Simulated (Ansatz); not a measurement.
Troubleshooting Ansatz (a quantum-chemistry and plane-wave program): a failed run on Cs2PbCl4 (I4/mmm, 7 atoms in the cell). The aim is a self-consistent single point with DFT, PBE, plane waves, default PAW files.

Input:

Ansatz 0.2 input:
```yaml
crystal:
  lattice:
    - [-2.734527, 2.734527, 9.580064]
    - [2.734527, -2.734527, 9.580064]
    - [2.734527, 2.734527, -9.580064]
  atoms:
    - { symbol: Pb, position: [0.000000, 0.000000, 0.000000] }
    - { symbol: Cs, position: [0.360750, 0.360750, 0.000000] }
    - { symbol: Cs, position: [0.639250, 0.639250, 0.000000] }
    - { symbol: Cl, position: [0.500000, 0.000000, 0.500000] }
    - { symbol: Cl, position: [0.000000, 0.500000, 0.500000] }
    - { symbol: Cl, position: [0.182400, 0.182400, 0.000000] }
    - { symbol: Cl, position: [0.817600, 0.817600, 0.000000] }
kpoints:
  mp_grid: { grid: [6, 6, 6] }
hamiltonian:
  xc: pbe
  pseudopotentials: { kind: paw }
scf:
  occupations: { method: fermi_dirac, width: 0.1 eV }
  max_iter: 4
output:
  forces: true
  eigenvalues: true
  stress: true
```

Output (repeated stretches shortened):

```
SCF iter   1: F=—  HF=-27576.852433 eV  |F-HF|=—  |Δ(HF+E_count)|=         —  Δρ=1.06e-3  dr2=2.13e-2  ethr=1.77e-3  ⟨swp⟩=11.5  Hψ=6269  notcnv=0
all-band conjugate gradients solve this SCF's bands
preconditioner: auto → Resta (q_TF=auto, 2.102 Å⁻¹)
SCF iter   2: F=—  HF=-27576.846576 eV  |F-HF|=—  |Δ(HF+E_count)|=   5.86e-3  Δρ=4.56e-4  dr2=3.13e-3  ethr=3.55e-5  ⟨swp⟩=9.7  Hψ=8397  notcnv=0
SCF iter   3: F=—  HF=-27576.845722 eV  |F-HF|=—  |Δ(HF+E_count)|=   8.54e-4  Δρ=2.14e-4  dr2=5.62e-4  ethr=5.22e-6  ⟨swp⟩=6.9  Hψ=6409  notcnv=0
SCF iter   4: F=—  HF=-27576.845597 eV  |F-HF|=—  |Δ(HF+E_count)|=   1.26e-4  Δρ=7.60e-5  dr2=2.81e-5  ethr=9.36e-7  ⟨swp⟩=6.3  Hψ=5964  notcnv=0
Error: did not converge after 4 iterations: dr2 = 2.81e-5 (threshold 1.00e-7), under the density mixer `msr1`, which `scf.mixing.algorithm: auto` chose by the deck's other keys (type `scf.mixing.algorithm: msr1` to keep it); raise `scf.max_iter`, which need not help a stalled SCF, or adjust the mixing (`scf.mixing`) or, under a smearing, its width (`scf.occupations.width`, in either direction: another width is another result); this SCF holds its density and magnetisation to the symmetry operations that it keeps, and cannot end on a state that breaks one of them: if the state sought breaks one, re-run with `crystal.symmetry.detect: false`, without `crystal.symmetry.time_reversal: [...]
```

Diagnose the run.

The fault is an iteration limit that is too low. The loop is cut before its threshold is met, so whatever is printed at the end is not self-consistent. To fix it, raise the limit, or leave it to the default. The run ended unconverged after 4 iterations.

The sound input it was made from differs as follows (other fixes are possible):
```diff
-  max_iter: 4
```

With that input, the run converged in 7 iterations: free energy E − TS (on the zero of these files) -27576.8456 eV; gap on the k-point mesh 2.27 eV; pressure 0.10 GPa; largest force (vector length) 0.820 eV/Å (DFT, PBE, plane waves, default PAW files).

On the sound input: the starting cell was generated: these elements placed on a structure prototype, without a prior relaxation; it need not be a known phase or ordering of this composition. Spin-orbit coupling is off. Ansatz's pressure includes its estimate of the finite-basis (Pulay) stress.
